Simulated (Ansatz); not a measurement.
Ansatz (a first-principles code) run on HgPt₃ (Cmm2, 4 atoms in the cell): relaxation of the atoms.

Level of theory: LDA (PW92), default PAW files made with PBE (plane waves; Ansatz).

The change in words: one atom moved by 0.15 angstrom; relax: default → atoms; relax.f_tol: default → 0.05 eV/Å. Reference geometry:
```
CELL_PARAMETERS angstrom
      2.90564    -3.96068     0.00000
      2.90564     3.96068     0.00000
      0.00000     0.00000     2.89696
ATOMIC_POSITIONS crystal
  Hg 0.00000 0.00000 0.00000
  Pt 0.50000 0.50000 0.00000
  Pt 0.00000 0.50000 0.50000
  Pt 0.50000 0.00000 0.50000
```

Reference input (self-consistent single point, DFT, LDA (PW92), plane waves, default PAW files made with PBE): basis.ecutwfc = 420 eV; kpoints.mp_grid.grid = 7 7 11; hamiltonian.xc = lda; hamiltonian.pseudopotentials = {kind: paw} (the program's default PAW files); scf.occupations.method = fermi_dirac; scf.occupations.width = 0.1 eV. This run's input differs from it in these lines:

```diff
@@ -7,3 +7,3 @@
   atoms:
-    - { symbol: Hg, position: [0.000000, 0.000000, 0.000000] }
+    - { symbol: Hg, position: [0.000000, 0.000000, 0.051778] }
     - { symbol: Pt, position: [0.500000, 0.500000, 0.000000] }
@@ -20,2 +20,4 @@
   occupations: { method: fermi_dirac, width: 0.1 }
+relax:
+  f_tol: 0.05
 output:
```

The program printed (abridged):

```
   [... SCF lines of the steps left out ...]
relax step   1: F+E_penalty+E_count = -50257.28183040 eV  Δ(F+E_penalty+E_count) = +0.000e0 eV  max|allowed force component| = 4.667e-1 eV/Å  Δτ_max = 0.0000 Å  (6 SCF iters, dr2 threshold 6.25e-5 eV, accepted)
relax step   2: F+E_penalty+E_count = -50257.31513266 eV  Δ(F+E_penalty+E_count) = -3.330e-2 eV  max|allowed force component| = 9.892e-2 eV/Å  Δτ_max = 0.1207 Å  (6 SCF iters, dr2 threshold 1.36e-5 eV, accepted)
relax step   3: F+E_penalty+E_count = -50257.31711495 eV  Δ(F+E_penalty+E_count) = -1.982e-3 eV  max|allowed force component| = 1.478e-3 eV/Å  Δτ_max = 0.0145 Å  (6 SCF iters, accepted)
the relaxation is at rest under the 4 symmetry operations that the run kept from its start: a minimum is not shown …
Free energy (F): -50257.317115 eV
Internal energy: -50257.207181 eV  (E = F + TS)
E sigma→0 (E₀):  -50257.262148 eV
Entropy (-TS):   -0.109934 eV (-27.484 meV/atom)
Fermi energy:    20.604770 eV
--- Forces (eV/Å), atoms counted from 1 ---
  atom   1  Hg     0.00000000     0.00000000     0.00078688
  atom   2  Pt     0.00000000     0.00000000     0.00147725
  atom   3  Pt     0.00000000     0.00000000    -0.00113261
  atom   4  Pt     0.00000000     0.00000000    -0.00113261
--- Stress (GPa, compression-positive) ---
      -11.944749       0.000000       0.000000
   [... lines left out ...]
  F+E_penalty+E_count = -50257.31711495 eV   max|allowed force component| = 1.478e-3 eV/Å
  atoms:
    - { symbol: Hg, position: [0.0, 0.0, 0.012924468085152806] }
    - { symbol: Pt, position: [0.5000000000000001, 0.5000000000000001, 0.01285950050987229] }
    - { symbol: Pt, position: [5.551115123125783e-17, 0.5, 0.5129970157024875] }
    - { symbol: Pt, position: [0.5, 5.551115123125783e-17, 0.5129970157024875] }
```

The run converged.  The full log also holds: “iter 5 did not close the SCF: its close was put off for the readings that it lacked (scf_convergence_deferred on its scf_iter line)”. The full log also holds: “iter 4 did not close the SCF: its close was put off for the readings that it lacked (scf_convergence_deferred on its scf_iter line)”.

Summary of the result:
```
Quantity                                                  Value
-----------------------------------------------  --------------
Free energy E − TS (on the zero of these files)  -50257.3171 eV
Fermi level (on the code's own zero)                   20.60 eV
Pressure                                             -12.98 GPa
Largest force (vector length)                        0.001 eV/Å
Relaxation steps                                              3
```

The starting cell comes from a database of computed structures (which also holds hypothetical and non-ambient phases and stackings), without a prior relaxation at this level. Its lattice was rescaled by up to half a per cent. For this run, on top of that: one atom moved by 0.15 angstrom. Spin polarisation is off. The relaxation keeps the symmetry of its start, so its end need not be a minimum. Ansatz's pressure includes its estimate of the finite-basis (Pulay) stress.

Cost on one core of a shared machine: roughly 80 s.

Keys are those of Ansatz 0.2.
